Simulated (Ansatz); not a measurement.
An ideal cubic perovskite cell is held by its symmetry; such compounds can tilt or shift off centre at room temperature.

 Where the default PAW files enter, the runs use the earlier of Ansatz's two default sets.

Consider the following.

```xyz
5
Lattice="5.9486 0.0000 0.0000 0.0000 5.9486 0.0000 0.0000 0.0000 5.9486" Properties=species:S:1:pos:R:3 pbc="T T T"
Cs     0.0000     0.0000     0.0000
Pb     2.9743     2.9743     2.9743
Br     2.9743     2.9743     0.0000
Br     0.0000     2.9743     2.9743
Br     2.9743     0.0000     2.9743
```

Space group of this cell: Pm-3m, cubic perovskite. The cell is taken as given.

Computed with r2SCAN (plane waves, PAW; Ansatz, a first-principles code).

The current runs along the normal of the first two printed vectors; no spin-orbit coupling. Scaled by the factor s: both lengths across the current (ions clamped). Meshes 6×6×6 and 6×6 across the current in all rows.

| s | mean pressure (GPa) | slowest mid-gap decay constant κ (1/Å) |
|---|---|---|
| 0.98 | 0.8 | 0.113 |
| 1.00 | -0.1 | 0.122 |
| 1.02 | -0.8 | ? |

Q: Take the slope of the slowest mid-gap decay constant κ against ln s from the two given rows, extrapolate to s = 1.02, and say what the run there gives.

A: Slope = (0.113 − 0.122) / ln 0.98 = 0.445 1/Å. The line gives 0.122 + (0.445) × ln 1.02 = 0.131 1/Å. The run gives 0.129 1/Å, 0.002 1/Å under the line, 21 % of the predicted step.
